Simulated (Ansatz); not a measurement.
The parent structure is TiC in the rock salt structure (space group Fm-3m, No. 225; a = 4.293 Å; relaxed with 0.1 eV smearing). Axes: x, y, z lie along the cube axes.

Calculations: plane-wave PAW DFT at the PBEsol level (Ansatz, a program for electronic structure, 420 eV), no SOC, earlier PAW set.

Now apply this change: the cell is scaled by 0.9876 in all directions; the atoms relax in the strained cell.

Task: Predict the stress tensor and what it implies for the stiffness.

Result: Stress of the strained cell less that of the base (GPa, compression positive):
```
   10.8     0.0     0.0
    0.0    10.8     0.0
    0.0     0.0    10.8
```

Then B = −ΔP/(ΔV/V₀) with ΔV/V₀ = -0.0367 gives secant stiffness values (nonlinear terms included at this strain): B ≈ 294 GPa.

As a check, the harmonic strain energy −½ V₀ Δσ:ε is 12 meV/atom; the computed energy rise is 12 meV/atom.

No phonon test of stability was made. The final runs are not spin-polarised.
